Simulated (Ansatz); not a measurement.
Ta2O5 (within 0.1 Å of C2/m, No. 12, 7 atoms in the cell; start mp-1179062) was calculated with PBEsol in Ansatz (PAW).

Settings: plane-wave cutoff 520 eV, 8×8×8 k mesh, Fermi–Dirac smearing 0.01 eV, scalar-relativistic PAW data made under PBE.

Cell (relaxed at this level):

```xyz
7
Lattice="4.2780 -3.3511 0.0999 4.2780 3.3511 0.0999 -3.9422 0.0000 4.2816" Properties=species:S:1:pos:R:3 pbc="T T T"
Ta     1.4034    -0.1043     0.5551
Ta     3.2103    -0.1043     3.9262
O      2.3069    -0.1050     2.2406
O      2.4749     1.5713     4.4309
O      2.1389     1.5713     0.0504
O      4.9397    -0.1043     3.2699
O     -0.3259    -0.1043     1.2113
```

Question: Predict the band gap, Γ–Γ gap and bulk modulus.

Answer: 
band gap: 3.22 eV (on the SCF k mesh)
Γ–Γ gap: 3.55 eV
bulk modulus: 21.3 GPa

Note: the bulk modulus is −V dP/dV from two relaxed cells at ±2 % in volume.

Spin–orbit coupling is not included.

Static lattice: no zero-point or thermal effects.

Cost on a shared machine: very roughly 9 core-minutes.

A start named mp-… is a Materials Project structure, which need not be a measured phase.

Ansatz is an electronic-structure program.
